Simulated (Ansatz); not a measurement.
Take Al2CdS4 (space group I-4, No. 82; a = 5.521 Å, c = 10.154 Å) as the base.

Level of theory: PBEsol (Ansatz, a first-principles code, PAW, spin-orbit coupling left out).

Strains are applied to the cell and any free atomic positions relax.

One change was made to it. Results:

```json
[
 {"quantity": "electron mass", "base": "0.36 mₑ along c, 0.23 mₑ across (at Γ)", "after": "0.30 mₑ along c, 0.23 mₑ across (at Γ)"},
 {"quantity": "band gap", "base": "2.82 eV", "after": "2.63 eV"},
 {"quantity": "energy relative to the base (free energy F)", "base": "0 meV/atom", "after": "+5.5 meV/atom"}
]
```

### Question
Which of these changes matches the shifts?
A. isotropic strain +3.00 %
B. isotropic strain +1.50 %
C. isotropic strain +2.25 %

### Answer
B, isotropic strain +1.50 %. For comparison, the band gap in the other runs: isotropic strain +2.25 % gives 2.53 eV; isotropic strain +3.00 % gives 2.42 eV.

Effective masses come from finite differences of ±0.01 Å⁻¹. Whether these cells are dynamically stable was not tested.
